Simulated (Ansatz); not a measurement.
The reference is IrO2 in the rutile structure (space group P4_2/mnm, No. 136; a = 4.529 Å, c = 3.180 Å).

The values are results of PBE, PAW, 420 eV (Ansatz, a program for electronic structure; spin-orbit coupling left out), earlier PAW set, not measurements.

Base values:

The volume per atom comes out as 10.87 Å³. The band gap is zero. The c/a ratio comes out as 0.702.

Modification: cell and atoms relaxed at a pressure of 0.7 GPa.

### Question
Estimate the effect on the volume per atom, band gap and c/a ratio.

### Answer
The volume per atom shrinks by 0.03 Å³, from 10.87 Å³ to 10.84 Å³; the band gap is still zero; the c/a ratio stays 0.702.

Load acts through the strain it causes; cell and atoms are relaxed under it. Whether these cells are dynamically stable was not tested. No Hubbard U is applied, and correlation can decide whether such a compound is a metal. The final runs are not spin-polarised.
